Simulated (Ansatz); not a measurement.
## Quick settings and what they miss: LaBi₃ (Pm-3m, 4 atoms in the cell)

Self-consistent single point.

```
LaBi3
1.0
    5.04484     0.00000     0.00000
    0.00000     5.04484     0.00000
    0.00000     0.00000     5.04484
La Bi
1 3
Direct
  0.00000   0.00000   0.00000
  0.50000   0.00000   0.50000
  0.00000   0.50000   0.50000
  0.50000   0.50000   0.00000
```

Level of theory: PBEsol, default PAW files made with PBE (plane waves; Ansatz, an electronic-structure program).

Base settings: basis.ecutwfc = 30.9 Ry; kpoints.mp_grid.grid = 5 5 5; hamiltonian.xc = pbesol; hamiltonian.pseudopotentials = {kind: paw} (the program's default PAW files); scf.occupations.method = cold; scf.occupations.width = 0.01 Ry.

Tight run (finer mesh or higher cutoff; not a proven limit): basis.ecutwfc: 30.9 Ry → 43.4 Ry; kpoints.mp_grid.grid: 5 5 5 → 7 7 7; scf.convergence.dr2_threshold: default (1e-07 eV) → 1e-09 eV. It gave Fermi level (on the code's own zero) 11.61 eV; pressure -3.38 GPa.

Quick runs, as changes from the base:
- A: the base itself
- B: basis.ecutwfc: 30.9 Ry → 21.7 Ry; kpoints.mp_grid.grid: 5 5 5 → 4 4 4; hamiltonian.xc: pbesol → lda; scf.occupations.width: 0.01 Ry → 0.0147 Ry; scf.convergence.dr2_threshold: default (1e-07 eV) → 0.001 eV [LDA (PW92)]
- C: basis.ecutwfc: 30.9 Ry → 15.4 Ry; kpoints.mp_grid.grid: 5 5 5 → 4 4 4; scf.occupations.method: cold → fermi_dirac
- D: basis.ecutwfc: 30.9 Ry → 24.6 Ry; kpoints.mp_grid.grid: 5 5 5 → 2 2 2; hamiltonian.xc: pbesol → lda; scf.occupations.method: cold → methfessel_paxton; scf.occupations.width: 0.01 Ry → 0.0147 Ry [LDA (PW92)]
- E: kpoints.mp_grid.grid: 5 5 5 → 4 4 4
- F: basis.ecutwfc: 30.9 Ry → 24.6 Ry; kpoints.mp_grid.grid: 5 5 5 → 6 6 6

Energies are extrapolated to zero smearing width, which holds to low order in the width alone.

Dashes: energy of B, D, another energy zero.

† marks runs with another functional, U, potentials or spin treatment: their distance from the tight run is not a convergence error alone.

The count of work is k-points × plane waves × bands × iterations; it is no time. 

Pressures in the table are Ansatz's without its Pulay estimate, at a fixed set of plane waves; the tight run's value above holds the estimate.

The starting cell comes from a database of computed structures (which also holds hypothetical and non-ambient phases and stackings), without a prior relaxation at this level. Its lattice was rescaled by a random factor within 2.5 % of one. In the base run, with a pressure of about -3 GPa the cell is away from its equilibrium volume at this level.

```csv
run,energy less tight (meV/atom),pressure less tight (GPa),count of work / tight
A,10.3,0.05,0.27
B†,–,-6.45,0.086
C,4732.3,-134.79,0.11
D†,–,-1.04,0.076
E,2.8,-0.08,0.27
F,29.2,-0.54,0.32
```

Among the runs at the tight run's level, the energy misses run from 2.8 to 4732.3 meV/atom.

Keys are those of Ansatz 0.2.
